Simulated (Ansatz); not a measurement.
Surface: Si(111) 1x1 surface, 6 top atoms, 3 bilayers, bottom bilayer H-capped and fixed, every top atom capped by Br; cell 11.5 x 6.6 Å; about 7 Å thick over the host's atoms, 18 atoms held. The numbers are results of PBE-D3(BJ) (plane waves to 420 eV, PAW; Ansatz, a quantum-chemistry and plane-wave program), not measurements. k mesh 1 x 2 x 1. The slab states were run without spin polarisation. No spin-orbit coupling. A thicker slab, a larger cell or a denser mesh can move such energies by a tenth of an eV or more. Energies are static: no zero-point or thermal part. Each state was relaxed from one prepared geometry.

One SiH4 a cell is brought to Si(111):Br. Relaxed result near the molecule:

```
atom    x (Å)  y (Å)   z (Å)
------  -----  -----  ------
Si(a0)  8.128  4.533  15.121
H(a1)   6.787  4.792  14.519
H(a2)   9.120  5.494  14.558
H(a3)   8.053  4.706  16.602
H(a4)   8.552  3.136  14.806
```

Task: What is the adsorption energy against the free SiH4 and the slab before, and how much of it is dispersion?

Result: -0.18 eV (negative: bound); the D3 term gives -0.18 eV of it. Its closest contacts to the rest of the cell: H(a4)...Br(47) 3.24 Å, H(a1)...Br(31) 3.28 Å, H(a2)...Br(46) 3.38 Å.
